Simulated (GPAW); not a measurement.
Band structure of Te₃Au (P4/mmm, 4 atoms in the cell).

```
Te3Au
1.0
    3.10260     0.00000     0.00000
    0.00000     3.10260     0.00000
    0.00000     0.00000    12.93947
Te Au
3 1
Cartesian
  0.00000   0.00000   2.62011
  0.00000   0.00000  10.31936
  0.00000   0.00000   6.46974
  0.00000   0.00000   0.00000
```

Computed with PBEsol, GPAW PAW datasets PBEsol (made by gpaw-setup) (plane waves; GPAW 25.7.0).

Settings: mode = pw; ecut = 550 eV; xc = PBEsol; kpts = 7 7 2; mesh shift (steps) = 0 0 0; occupations.name = methfessel-paxton; occupations.width = 0.1 eV; occupations.order = 0; nbands = -8; convergence.forces = 0.001 eV/Å; symmetry.symmorphic = false; symmetry.tolerance = 0.0005; maxiter = 120; bandpath_npoints = 40.

The starting cell comes from a database of computed structures (which also holds hypothetical and non-ambient phases and stackings), without a prior relaxation at this level. Spin-orbit coupling is off.

Levels in eV from the Fermi level, bands 11 to 18:
```csv
point,11,12,13,14,15,16,17,18
Γ,-2.54,0.35,1.91,1.91,2.27,2.27,2.44,2.44
X,-3.24,-2.92,-1.03,-0.78,0.58,3.00,3.17,3.51
M,-3.78,-3.13,-3.13,-1.92,-1.12,0.58,0.95,2.57
Z,-2.54,1.19,1.94,1.94,2.19,2.19,2.49,2.49
R,-3.24,-2.42,-1.74,-0.67,0.52,3.54,3.55,3.60
A,-3.85,-3.10,-3.10,-1.92,-0.67,-0.15,1.19,2.49
```

Bands cross the Fermi level along this path, so the cell is metallic at this level.
